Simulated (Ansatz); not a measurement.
# Phonon-limited transport in MoPt₃ (Pmm2)

Data:

```yaml
crystal:
  lattice:
    - [2.76303, 0.00000, 0.00000]
    - [0.00000, 4.49923, 0.00000]
    - [0.00000, 0.00000, 4.82325]
  atoms:
    - { symbol: Mo, position: [0.00000, 0.00000, 0.15826] }
    - { symbol: Pt, position: [0.50000, 0.50000, 0.33863] }
    - { symbol: Pt, position: [0.50000, 0.00000, 0.65685] }
    - { symbol: Pt, position: [0.00000, 0.50000, 0.84627] }
```

Computed with PBEsol, DFPT electron-phonon coupling, linearised Boltzmann equation (plane waves, PAW, scalar-relativistic; Ansatz, a first-principles code). Geometry: relaxed with this functional, without spin-orbit coupling.

```yaml
resistivity at 300 K: 16.3 (x), 54 (y), 23 (z) μΩ·cm
resistivity at 77 K: 2.7 (x), 9.1 (y), 3.8 (z) μΩ·cm
electron mean free path at 300 K (weighted by the current that each state carries): 3.9 (x), 3.0 (y), 4.0 (z) nm
density of states at the Fermi level: 1.98 states/(eV·spin·cell)
drude_plasma_energy: 6.6 (x), 3.5 (y), 5.2 (z) eV
```

A metal at this level (no band gap). Only scattering by harmonic phonons is included (no impurities, grain boundaries, electron-electron scattering or thermal expansion). Spin-orbit coupling is left out, which matters with elements this heavy. Halving the electron mesh (32x20x20) moves the resistivity by up to 4 % at 300 K, the mean free path by up to 4 %. Smearing 0.20 eV; phonons on a 5x3x3 q mesh, which this run doesn't test and which matters most at low temperature.

Computed structure with no diffraction record at hand here (it may be known, metastable or hypothetical): MoPt3 (Pmm2).
